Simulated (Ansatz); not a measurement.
Ansatz (a first-principles code) run on Rb₂NaSbF₆ (Fm-3m, 10 atoms in the cell): self-consistent single point.

Method of the run: PBEsol-D3BJ, default PAW files made with PBE (plane waves; Ansatz).

```yaml
crystal:
  lattice:
    - [0.00000, 4.37700, 4.37700]
    - [4.37700, 0.00000, 4.37700]
    - [4.37700, 4.37700, 0.00000]
  atoms:
    - { symbol: Rb, position: [0.25000, 0.25000, 0.25000] }
    - { symbol: Rb, position: [0.75000, 0.75000, 0.75000] }
    - { symbol: Na, position: [0.50000, 0.50000, 0.50000] }
    - { symbol: Sb, position: [0.00000, 0.00000, 0.00000] }
    - { symbol: F, position: [0.74910, 0.25090, 0.25090] }
    - { symbol: F, position: [0.25090, 0.74910, 0.74910] }
    - { symbol: F, position: [0.25090, 0.74910, 0.25090] }
    - { symbol: F, position: [0.74910, 0.25090, 0.74910] }
    - { symbol: F, position: [0.25090, 0.25090, 0.74910] }
    - { symbol: F, position: [0.74910, 0.74910, 0.25090] }
```

Reference input (self-consistent single point, DFT, PBEsol, plane waves, default PAW files made with PBE): kpoints.mp_grid.grid = 5 5 5; hamiltonian.xc = pbesol; hamiltonian.pseudopotentials = {kind: paw} (the program's default PAW files); scf.occupations.method = cold; scf.occupations.width = 0.0073 Ry. This run's input differs from it in these lines:

```diff
@@ -21,2 +21,3 @@
   xc: pbesol
+  dispersion: d3bj
   pseudopotentials:
```

Output (repeated stretches shortened):

```
SCF iter   1: F=—  HF=-19131.220775 eV  |F-HF|=—  |Δ(HF+E_count)|=         —  Δρ=1.23e-2  dr2=1.76e-1  ethr=1.77e-3  ⟨swp⟩=9.8  Hψ=2574  notcnv=0  defer=2
all-band conjugate gradients solve this SCF's bands
preconditioner: auto → Resta (q_TF=auto, 2.431 Å⁻¹)
SCF iter   2: F=—  HF=-19131.172183 eV  |F-HF|=—  |Δ(HF+E_count)|=   4.86e-2  S|Δr|=    0.00e0  Δρ=3.10e-3  dr2=6.95e-3  ethr=2.09e-4  ⟨swp⟩=2.3  Hψ=982  notcnv=0  defer=31
   [... lines left out ...]
SCF iter   5: F=—  HF=-19131.170491 eV  |F-HF|=—  |Δ(HF+E_count)|=   1.13e-4  S|Δr|=    0.00e0  Δρ=3.76e-5  dr2=2.07e-6  ethr=4.05e-8  ⟨swp⟩=2.0  Hψ=902  notcnv=0  defer=31
SCF iter   6: F=—  HF=-19131.170494 eV  |F-HF|=—  |Δ(HF+E_count)|=   3.06e-6  S|Δr|=    0.00e0  Δρ=9.19e-6  dr2=1.51e-7  ethr=2.47e-9  ⟨swp⟩=2.0  Hψ=884  notcnv=0  defer=31
SCF iter   7: F=-19131.170494 eV  HF=-19131.170494 eV  |F-HF|=6.49e-9  |Δ(HF+E_count)|=   2.10e-7  S|Δr|=    0.00e0  Δρ=2.00e-6  dr2=1.09e-8  ethr=1.19e-10  ⟨swp⟩=11.2  Hψ=2350  notcnv=0
SCF 1 converged in 7 iterations: F = -19131.170494 eV  dr2 = 1.09e-8
Stability not checked (fill_not_monotonic)
Free energy (F): -19131.170494 eV
Internal energy: -19131.170494 eV  (E = F + TS)
E sigma→0 (E₀):  -19131.170494 eV
Fermi energy:    6.854417 eV
--- Forces (eV/Å), atoms counted from 1 ---
  atom   1  Rb    -0.00000000     0.00000000    -0.00000000
  atom   2  Rb    -0.00000000     0.00000000     0.00000000
  atom   3  Na     0.00000000    -0.00000000    -0.00000000
  atom   4  Sb    -0.00000000     0.00000000     0.00000000
  atom   5  F     -0.38293303    -0.00000000     0.00000000
   [... lines left out ...]
  atom  10  F     -0.00000000     0.00000000     0.38293303
--- Stress (GPa, compression-positive) ---
       -0.201521      -0.000000      -0.000000
        0.000000      -0.201521       0.000000
       -0.000000       0.000000      -0.201521
  P = ⅓ Tr σ = -0.2015 GPa (-2.015 kbar)
  The stress holds the Pulay correction. Without it, at fixed plane waves, as pw.x and ABINIT print it: P = -0.6749 GPa
```

The run converged in 7 iterations. Against the reference run the pressure goes from 1.27 to -0.20 GPa, the largest force hardly changes (0.385 to 0.383 eV/Å) and the gap on the mesh stays at 4.179 eV.

The starting cell was generated: these elements placed on a structure prototype, without a prior relaxation; it need not be a known phase or ordering of this composition. Spin-orbit coupling is off. Ansatz's pressure includes its estimate of the finite-basis (Pulay) stress.

Keys are those of Ansatz 0.2.
